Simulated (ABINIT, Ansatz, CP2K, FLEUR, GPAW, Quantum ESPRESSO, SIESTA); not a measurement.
# Code comparison for Sc2Co (I4/mcm, 6 atoms in the cell)

Self-consistent single point.

```
Sc2Co
1.0
   -3.15008     3.15008     2.82160
    3.15008    -3.15008     2.82160
    3.15008     3.15008    -2.82160
Sc Co
4 2
Direct
  0.32159   0.82159   0.14318
  0.67841   0.17841   0.85682
  0.82159   0.67841   0.50000
  0.17841   0.32159   0.50000
  0.75000   0.75000   0.00000
  0.25000   0.25000   0.00000
```

All programs got the same cell, k-point mesh and kind of occupations (in Ansatz's words: kpoints.mp_grid.grid = 5 5 5; scf.occupations.method = fermi_dirac; scf.occupations.width = 0.05 eV); potentials, basis and cutoffs are each program's usual ones.

```tsv
code	model	pressure (GPa)	largest force (eV/Å)	k-points	cutoff
SIESTA	GGA PBEsol, numerical atomic orbitals DZP, PseudoDojo PBEsol standard norm-conserving potentials (rewritten from UPF to PSML)	-5.79	0.026	63	grid 300 Ry
Quantum ESPRESSO	PBEsol, PSlibrary ultrasoft (PBE) pseudopotentials	-4.67	0.062	18	55 Ry
FLEUR	PBEsol, all-electron FLAPW (FLEUR), scalar-relativistic valence	–	0.041	18	Kmax 4.2 1/bohr
ABINIT	PBEsol, norm-conserving pseudopotentials (PseudoDojo nc-sr-04 PBEsol standard)	-3.97	0.056	18	48 Ha
GPAW	PBEsol, GPAW PAW datasets PBEsol (made by gpaw-setup)	-3.83	0.048	18	850 eV
Ansatz	PBEsol, PAW files made with PBE	-3.98	0.059	18	default
CP2K	PBEsol, GPW, DZVP-MOLOPT-PBE-GTH basis, GTH-PBE potentials (POTENTIAL_UZH)	-4.07	0.065	63	grid 650 Ry
```

A dash marks a value that a program does not give, or that is left out as unsure.

The spread over the programs that give each value: pressure within 1.96 GPa; largest force within 0.039 eV/Å.

The starting cell comes from a database of computed structures (which also holds hypothetical and non-ambient phases and stackings), without a prior relaxation at this level. Its lattice was rescaled by a random factor within 2.5 % of one. On Ansatz's run: Spin polarisation is off. In the base run, with a pressure of about -4 GPa the cell is away from its equilibrium volume at this level.

### Question
Why do the programs differ, and what cannot be compared?

### Answer
Differences of this kind can come from the potentials, where these differ, and from what each basis and cutoff leave unconverged. The valence holds different numbers of electrons (SIESTA 78, Quantum ESPRESSO 62, FLEUR 74, ABINIT 78, GPAW 62, Ansatz (a first-principles code) 78, CP2K 78). The zero of total energies and Fermi levels follows the potentials and each program's conventions, so they are not compared here. SIESTA and CP2K use small atom-centred bases, whose incompleteness enters pressures, forces and empty levels differently from a plane-wave cutoff. FLEUR treats all electrons, but the usual bases taken here (sphere radii, linearisation, local orbitals, empty states) were not tested for convergence, so the values are no reference for the others. Ansatz's pressure is given at a fixed set of plane waves, as the other plane-wave codes print theirs. The programs reduce the same mesh by symmetry to different extents, which changes the work and not the result. In the pressure, SIESTA (by 1.81) lies more than 1 GPa from the median of the plane-wave programs.

Left out of this page: Elk (not drawn, or without a comparable value).

Keys are those of Ansatz 0.2.
